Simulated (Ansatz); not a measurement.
Consider ZnSe in the zinc blende structure (space group F-43m, No. 216; a = 5.6661 Å).

Level of theory: r2SCAN/PAW in Ansatz (a program for electronic structure), no spin-orbit coupling, earlier PAW set.

Before the change:

| Item | Value |
|---|---|
| Valley order | Γ 1.86 eV; L along ⟨111⟩ 3.05 eV; X along ⟨100⟩ 3.34 eV |
| Density | 5.27 g/cm³ |

One thing is altered: a hydrostatic pressure of 7.5 GPa.

Task: How does this affect the valley order?

Result: The valley order (the lowest conduction-band minima on the path, energy above the VBM, named in the base's zone) goes from Γ 1.86 eV; L along ⟨111⟩ 3.05 eV; X along ⟨100⟩ 3.34 eV to Γ 2.28 eV; X along ⟨100⟩ 3.11 eV; L along ⟨111⟩ 3.22 eV.

Task: How does this affect the density?

Result: The density goes up by 0.52 g/cm³ (5.27 g/cm³ → 5.79 g/cm³).

The levels and masses belong to the bands next to the band gap. Load acts through the strain it causes; cell and atoms are relaxed under it. Whether these cells are dynamically stable was not tested. Tetrahedral semiconductors of this kind turn to denser phases somewhere between about 1 and 50 GPa; those were not computed, so compressed cells here can lie past the real transition.
